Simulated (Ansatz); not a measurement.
# HfGe (model structure, started from the WC type, P-6m2, No. 187, 2 atoms in the cell)

All values below come from PBE-D3(BJ) (Ansatz, a first-principles code, plane waves, PAW).

Numerical settings: plane-wave cutoff 500 eV, 12×12×12 k mesh, Fermi–Dirac smearing 0.05 eV, scalar-relativistic PAW data made under PBE.

Cell (relaxed at this level):

```cif
data_GeHf
_chemical_formula_sum 'Hf1 Ge1'
_space_group_name_H-M_alt 'P 1'
_space_group_IT_number 1
_cell_length_a 3.10638
_cell_length_b 3.10638
_cell_length_c 4.45141
_cell_angle_alpha 90.000
_cell_angle_beta 90.000
_cell_angle_gamma 120.000
loop_
_space_group_symop_operation_xyz
  'x, y, z'
loop_
_atom_site_label
_atom_site_type_symbol
_atom_site_fract_x
_atom_site_fract_y
_atom_site_fract_z
_atom_site_occupancy
Hf1 Hf 0.00000 0.00000 0.00000 1
Ge1 Ge 0.66667 0.33333 0.50000 1
```

For HfGe (model structure, started from the WC type, P-6m2, No. 187, 2 atoms in the cell), the band gap is zero (no gap).

Note: the relaxation could raise the start's symmetry but not lower it, so the cell can be a saddle point.

Spin–orbit coupling is not included.

Static lattice: no zero-point or thermal effects.

A model structure was made by putting elements into a prototype or built by hand; it is no filed structure, need not be a known phase, and can be a saddle point held by its symmetry.
